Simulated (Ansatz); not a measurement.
The starting structures come from a database of crystals and need not be the phases stable at ambient conditions.

Input:

```
CELL_PARAMETERS angstrom
      5.81545     0.00000     0.00000
     -1.93848     5.48286     0.00000
      1.93848     2.74143     4.74829
ATOMIC_POSITIONS crystal
  Hf 0.12500 0.75000 0.12500
  Hf 0.25000 0.62500 0.62500
  Hf 0.37500 0.25000 0.37500
  Hf 0.75000 0.87500 0.87500
  Hf 0.87500 0.12500 0.25000
  Hf 0.62500 0.37500 0.75000
  N  0.50000 0.00000 0.63366
  N  0.00000 0.86634 0.50000
  N  0.13366 0.13366 0.86634
  N  0.86634 0.50000 0.00000
  N  0.00000 0.36634 0.50000
  N  0.50000 0.00000 0.13366
  N  0.36634 0.50000 0.00000
  N  0.63366 0.63366 0.36634
```

Space group of this cell: I-43d. The cell is taken as given; by r2SCAN its mean pressure is -2.2 GPa.

All values below come from r2SCAN (plane waves, PAW; Ansatz, a first-principles code).

The current runs along the normal of the first two printed vectors; no spin-orbit coupling. Scaled by the factor s: the length along the current (ions clamped). The meshes follow the cell: 8×8×8 and 6×6 across at s = 0.97, 6×6×6 and 6×6 across at s = 1.00, 6×6×6 and 6×6 across at s = 1.03.

| s | mean pressure (GPa) | slowest mid-gap decay constant κ (1/Å) |
|---|---|---|
| 0.97 | 7.2 | ? |
| 1.00 | -2.2 | 0.201 |
| 1.03 | -9.9 | 0.213 |

Question: Take the slope of the slowest mid-gap decay constant κ against ln s from the two given rows, extrapolate to s = 0.97, and say what the run there gives.

Answer: Slope = (0.213 − 0.201) / ln 1.03 = 0.406 1/Å. The line gives 0.201 + (0.406) × ln 0.97 = 0.189 1/Å. The run gives 0.190 1/Å, 0.001 1/Å over the line, 11 % of the predicted step.
